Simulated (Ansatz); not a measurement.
## H on the 1x1 (0001) surface of hcp Sc, one in a 2x2 cell, started at the site 'hollow Sc-Sc-Sc'

Level of theory: PBE (plane waves to 420 eV, PAW; Ansatz, a program for electronic structure).

Model: 17-atom slab, 7.6 Å thick at the start under the adsorbate (thin: gaps and levels are the slab's own), 5x5x1 mesh, Fermi-Dirac 0.1 eV, dipole correction, 8 atoms held, the rest relaxed; symmetry of the start imposed; no spin, no spin-orbit, no U, no dispersion correction. At the end it is bonded to 3 Sc. In PBE it is, or lies within 0.03 eV of, the lowest of the starts that converged.

The adsorption energy against ½ H2(g) comes out as -1.10 eV and the work function of the top face comes out as 3.45 eV. The change of the work function is -0.13 eV and the change of the step from the bottom to the top vacuum level, against the clean slab comes out as -0.13 eV. The energy released by relaxation is 0.18 eV and the height of the binding atom over the mean of the host atoms within 0.3 Å of the top one is 2.097 bohr. The nearest host atoms of the binding atom is Sc at 2.11 Å, Sc at 2.11 Å, Sc at 2.11 Å and the largest move of a host atom is 0.12 Å. The cost is about 4 core-minutes (a rough figure).

A negative adsorption energy means that the adsorbate is more stable on the surface than in its reference.
